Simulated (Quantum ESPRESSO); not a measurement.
Several settings converged on Cu (Fm-3m, 1 atom in the cell)

```xyz
1
Lattice="-1.8104 0.0000 1.8104 0.0000 1.8104 1.8104 -1.8104 1.8104 0.0000" Properties=species:S:1:pos:R:3 pbc="T T T"
Cu     0.0000     0.0000     0.0000
```

Base method: PBE, SSSP 1.1.2 precision (PBE) pseudopotentials (plane waves; Quantum ESPRESSO).

Base settings: ecutwfc = 75 Ry; occupations = smearing; smearing = gauss; degauss = 0.0073499 Ry; potentials = {Cu: Cu_ONCV_PBE-1.0.oncvpsp.upf}; K_POINTS = automatic 16 16 16 0 0 0; conv_thr = 1e-09 Ry; mixing_beta = 0.7.

The count of work is k-points × plane waves × bands × iterations; it is no time. Core times come from one kind of shared machine, to one figure; runs under 30 s give none.

**The k-point mesh at a smearing width of 0.02 eV**

In this ladder: degauss = 0.00147 Ry.

Only quantities that move along the ladder and can be compared are tabulated.

| K_POINTS | free energy less the last step's (meV/atom) | pressure (GPa) | count of work / last |
|---|---|---|---|
| automatic 6 6 6 0 0 0 | 65.60 | -0.52 | 0.012 |
| automatic 7 7 7 0 0 0 | -40.17 | -1.66 | 0.015 |
| automatic 8 8 8 0 0 0 | 32.32 | -0.66 | 0.022 |
| automatic 10 10 10 0 0 0 | 14.55 | -1.21 | 0.035 |
| automatic 12 12 12 0 0 0 | 3.71 | -1.68 | 0.054 |
| automatic 17 17 17 0 0 0 | 1.34 | -1.73 | 0.12 |
| automatic 25 25 25 0 0 0 | 1.33 | -1.56 | 0.34 |
| automatic 37 37 37 0 0 0 | 0.00 | -1.53 | 1.0 |

Coarsest K_POINTS that holds the free energy within 5 meV/atom of the last step, with all finer ones: automatic 12 12 12 0 0 0, at 0.054 of the last step's count of work; the step before is off by 15 meV/atom.

Coarsest K_POINTS that holds the pressure within 0.1 GPa of the last step, with all finer ones: automatic 25 25 25 0 0 0, at 0.34 of the last step's count of work; the step before is off by 0.20 GPa.

**The width of Gaussian smearing**

In this ladder: K_POINTS = automatic 26 26 26 0 0 0.

Narrow widths need finer meshes than wide ones, so the last steps can hold mesh noise.

Only quantities that move along the ladder and can be compared are tabulated; pressure and forces are left out, as mesh noise rules them at narrow widths.

| degauss | free energy less the last step's (meV/atom) | energy extrapolated to zero width less the last step's (meV/atom) | core time / last (rough) |
|---|---|---|---|
| 0.073499 Ry | -77.28 | 8.96 | 1 |
| 0.036749 Ry | -17.49 | 0.78 | 1 |
| 0.02205 Ry | -5.49 | 0.39 | 0.9 |
| 0.0147 Ry | -1.97 | 0.04 | 0.7 |
| 0.0073499 Ry | 0.00 | 0.00 | 1 |

Widest degauss that holds the free energy within 5 meV/atom of the last step, with all finer ones: 0.0147 Ry; the step before is off by 5.5 meV/atom.

Widest degauss that holds the energy extrapolated to zero width within 0.5 meV/atom of the last step, with all finer ones: 0.02205 Ry; the step before is off by 0.78 meV/atom.

The extrapolation to zero width removes most of the smearing's effect on the energy.

**The SCF threshold**

The mesh stays at the base's, so the ladder's end is converged at best in this setting alone.

Only quantities that move along the ladder and can be compared are tabulated.

```csv
conv_thr,free energy less the last step's (meV/atom),count of work / last
0.0073 Ry,0.79,0.23
0.00073 Ry,0.79,0.23
7.3e-05 Ry,0.79,0.23
7.3e-07 Ry,0.00,0.46
7.3e-09 Ry,0.00,0.62
1e-09 Ry,0.00,0.62
7.3e-12 Ry,0.00,0.77
7.3e-14 Ry,0.00,1.0
```

Coarsest conv_thr that holds the free energy within 0.5 meV/atom of the last step, with all finer ones: 7.3e-07 Ry; the step before is off by 0.79 meV/atom.

On the base run: the starting cell has typed, rounded lattice constants, without a prior relaxation at this level. Its lattice was rescaled by up to half a per cent. Spin polarisation is off.

Left out of this page: 2 runs of the series outside the window shown, repeating another row's setting, or not comparable.
